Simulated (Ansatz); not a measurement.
The starting structures come from a database of crystals and need not be the phases stable at ambient conditions.

Where the default PAW files enter, the runs use the earlier of Ansatz's two default sets.

Here is the system:

```yaml
crystal:
  lattice:
    - [5.93663, 0.00000, 0.00000]
    - [0.00000, 9.57131, 0.00000]
    - [2.96832, 4.78566, 2.96832]
  atoms:
    - { symbol: Ge, position: [0.50000, 0.75000, 0.00000] }
    - { symbol: Ge, position: [0.00000, 0.00000, 0.00000] }
    - { symbol: Se, position: [0.48796, 0.37500, 0.50000] }
    - { symbol: Se, position: [0.98796, 0.11296, 0.52408] }
    - { symbol: Se, position: [0.51204, 0.87500, 0.50000] }
    - { symbol: Se, position: [0.01204, 0.63704, 0.47592] }
```

Space group of this cell: I-42d. The cell is taken as given.

Transport runs along the normal of the first two printed cell vectors, the (100) plane of the conventional cell.

The gap is the functional's own, uncorrected, and κ follows it; spin-orbit coupling is left out. Mid-gap means the computed energy nearest the middle.

Q: Predict the band gap and the smallest decay constant κ at mid-gap from PBEsol in Ansatz (a program for electronic structure).

A: Gap 1.60 eV on a 10×10×10 mesh; κ = 0.170 1/Å, at the zone centre.
